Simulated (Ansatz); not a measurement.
Take Sn (space group I4_1/amd, No. 141; a = 5.887 Å, c = 3.186 Å; relaxed with 0.1 eV smearing) as the base. Axes: x, y, z lie along a, b, c of the conventional cell.

All numbers come from r2SCAN (Ansatz, an electronic-structure program; PAW; 500 eV plane waves; no spin-orbit coupling).

For the base:

The pressure is 0.0 GPa and the volume per atom is 27.60 Å³.

The change: tensile biaxial strain of 1.04 % in the plane normal to [001], as in epitaxy on a mismatched substrate; the out-of-plane cell vector and the atoms relax.

Q: Predict the new pressure.

A: The pressure (mean of the normal stresses, compression positive) goes from zero to -0.7 GPa.

Q: Predict the new volume per atom.

A: The volume per atom rises by 0.40 Å³ (27.60 Å³ → 28.00 Å³).

A biaxial case was relaxed in a doubled cell and then solved in the primitive one. Whether these cells are dynamically stable was not tested.
